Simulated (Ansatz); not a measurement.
```
CELL_PARAMETERS angstrom
     18.00000     0.00000     0.00000
      0.00000    17.50000     0.00000
      0.00000     0.00000     4.20851
ATOMIC_POSITIONS crystal
  Ge 0.38879 0.46149 0.00000
  Ge 0.38879 0.53851 0.50000
  Ge 0.50000 0.38060 0.00000
  Ge 0.50000 0.61940 0.50000
  Ge 0.61121 0.46149 0.00000
  Ge 0.61121 0.53851 0.50000
  H  0.31871 0.40960 0.00000
  H  0.31871 0.59040 0.50000
  H  0.50000 0.32769 0.70769
  H  0.50000 0.32769 0.29231
  H  0.50000 0.67231 0.20769
  H  0.50000 0.67231 0.79231
  H  0.68129 0.40960 0.00000
  H  0.68129 0.59040 0.50000
```

Levels: PBE (plane waves to 420 eV, PAW; Ansatz, a quantum-chemistry and plane-wave program); PBE with spin-orbit coupling in Ansatz; r2SCAN (plane waves to 500 eV, PAW; Ansatz); HSE06 (Ansatz). Unmarked values and the geometry are of the first. Mesh 1×1×8. No spin polarisation. Isolated but for its images some 11 Å away. A model structure. Only distortions within the start's symmetry and period were free. Values not marked SOC lack spin–orbit coupling. HSE06 ran on a 1×1×5 mesh and at PBE's edge points. Buckling under compression is shut out by symmetry and the short period.

**Question.** Say what this body is, and give its properties.

**Answer.** H-capped Ge nanowire along [110], 6 atoms a period besides the caps. An idealised model, cut from the bulk lattice.
| Item | Result |
|---|---|
| largest distance between nuclei across the axis | 7.25 Å |
| energy over the bulk Ge and H2 molecule | +329 meV per atom other than the caps |
| PBE gap | 2.28 eV, direct at Γ |
| electron mass along the axis (PBE) | 0.10 mₑ |
| hole mass along the axis (PBE) | 0.13 mₑ |
| valence and conduction edges under the vacuum level (PBE) | 5.65 and 3.37 eV |
| PBE+SOC gap at this geometry | 2.27 eV |
| r2SCAN gap at this geometry | 2.58 eV |
| HSE06 gap at this geometry | 3.09 eV |
| axial stiffness dF/dε | 45 nN |
